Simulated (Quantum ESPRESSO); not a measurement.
## How far to go with the plane-wave cutoff: ScCd (P4mm, 2 atoms in the cell)

```
CELL_PARAMETERS angstrom
      3.54389     0.00000     0.00000
      0.00000     3.54389     0.00000
      0.00000     0.00000     3.54389
ATOMIC_POSITIONS crystal
  Sc 0.50000 0.50000 0.51411
  Cd 0.00000 0.00000 0.00000
```

Computed with PBEsol, GBRV 1.5 ultrasoft (PBESOL) pseudopotentials (plane waves; Quantum ESPRESSO).

Base settings: ecutwfc = 50 Ry; ecutrho = 400 Ry; occupations = smearing; smearing = gauss; degauss = 0.0073499 Ry; potentials = {Sc: sc_pbesol_v1.uspp.F.UPF, Cd: cd_pbesol_v1.uspp.F.UPF}; K_POINTS = automatic 3 3 3 0 0 0; conv_thr = 1e-10 Ry; mixing_beta = 0.7.

Moved along: ecutrho.

The second cell is the first with its lattice scaled by 0.98.

The mesh stays at the base's, so the ladder's end is converged at best in this setting alone.

Only quantities that move along the ladder and can be compared are tabulated.

The count of work is k-points × plane waves × bands × iterations; it is no time. 

The starting cell comes from a database of computed structures (which also holds hypothetical and non-ambient phases and stackings), without a prior relaxation at this level. Its lattice was rescaled by up to half a per cent. One atom was moved a little off its site on purpose. In the base run, with a pressure of about -4 GPa the cell is away from its equilibrium volume at this level. Without a gap this mesh is coarse (it stands for a supercell whose shortest vector is 11 Å).

Steps (ecutwfc): 17.5 Ry; 20 Ry; 22 Ry; 25 Ry; 28 Ry; 30 Ry; 35 Ry; 40 Ry; 45 Ry; 50 Ry; 55 Ry; 60 Ry; 68 Ry; 75 Ry; 88 Ry; 100 Ry; 120 Ry.

Task: What is the coarsest ecutwfc that holds the forces within 0.005 eV/Å of the last step, with all finer ones?

Result: 22 Ry, at 0.079 of the last step's count of work; the step before is off by 0.008 eV/Å.

Task: What is the coarsest ecutwfc that holds the energy of the compressed cell less the first within 2 meV/atom of the last step, with all finer ones?

Result: 25 Ry, at 0.096 of the last step's count of work; the step before is off by 31 meV/atom.

Task: What is the coarsest ecutwfc that holds the free energy within 5 meV/atom of the last step, with all finer ones?

Result: 100 Ry; the step before is off by 7.8 meV/atom.

| ecutwfc | free energy less the last step's (meV/atom) | energy of the compressed cell less the first (meV/atom) | pressure (GPa) | largest difference of a force vector from the last step's (eV/Å) | count of work / last |
|---|---|---|---|---|---|
| 17.5 Ry | 3804.02 | -168.93 | -142.41 | 0.003 | 0.056 |
| 20 Ry | 1211.63 | -35.42 | -56.97 | 0.008 | 0.069 |
| 22 Ry | 489.06 | -41.80 | -27.17 | 0.005 | 0.079 |
| 25 Ry | 142.45 | -12.14 | -7.91 | 0.001 | 0.096 |
| 28 Ry | 97.66 | -10.16 | -3.50 | 0.000 | 0.11 |
| 30 Ry | 95.81 | -10.30 | -3.37 | 0.001 | 0.13 |
| 35 Ry | 79.05 | -10.58 | -4.03 | 0.000 | 0.16 |
| 40 Ry | 62.07 | -10.42 | -3.57 | 0.000 | 0.20 |
| 45 Ry | 58.90 | -10.35 | -3.29 | 0.000 | 0.23 |
| 50 Ry | 54.38 | -10.26 | -3.68 | 0.000 | 0.27 |
| 55 Ry | 41.59 | -10.33 | -4.07 | 0.000 | 0.28 |
| 60 Ry | 26.48 | -10.62 | -4.01 | 0.000 | 0.36 |
| 68 Ry | 13.78 | -10.39 | -3.43 | 0.000 | 0.43 |
| 75 Ry | 12.62 | -10.32 | -3.24 | 0.000 | 0.50 |
| 88 Ry | 7.80 | -10.30 | -3.52 | 0.000 | 0.69 |
| 100 Ry | 1.36 | -10.30 | -3.37 | 0.000 | 0.76 |
| 120 Ry | 0.00 | -10.31 | -3.29 | 0.000 | 1.0 |

At the lowest cutoff the pressure lies 139 GPa under the last step's, the usual sign of Pulay stress in an incomplete plane-wave basis.
